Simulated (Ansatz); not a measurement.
Structures of equal composition on the (100) surface of germanium (Ge plane on top): 1x1 symmetric dihydride; 1x1 canted dihydride. The slabs share one bottom face, and each structure is named by its start. These are constructed structures in small cells; real faces may alloy, dewet or reconstruct in larger ones, and not all known structures of the face are among them. Slabs of about 12 Å, Fermi-Dirac smearing of 0.025 eV. Bottom of the slabs: dihydride, held. Relaxed from the named starts with such symmetry as they have, on meshes of like density; energies extrapolated to zero smearing; spin only where a row says so; no spin-orbit coupling, no U. Brackets mark spin-polarised runs, whose order is one that fits the cell. Where a second, spin-polarised start was run, the lower counts.

The numbers are results of HSE06, at the PBE geometry (plane waves to 420 eV, PAW; Ansatz, a program for electronic structure), not measurements.

Q: Rank these by energy per 1x1 cell (lowest first), as HSE06, at the PBE geometry gives it.

A: 1x1 canted dihydride (0.000 eV, gap 1.63 eV on the mesh), 1x1 symmetric dihydride (0.068 eV, gap 1.48 eV on the mesh)
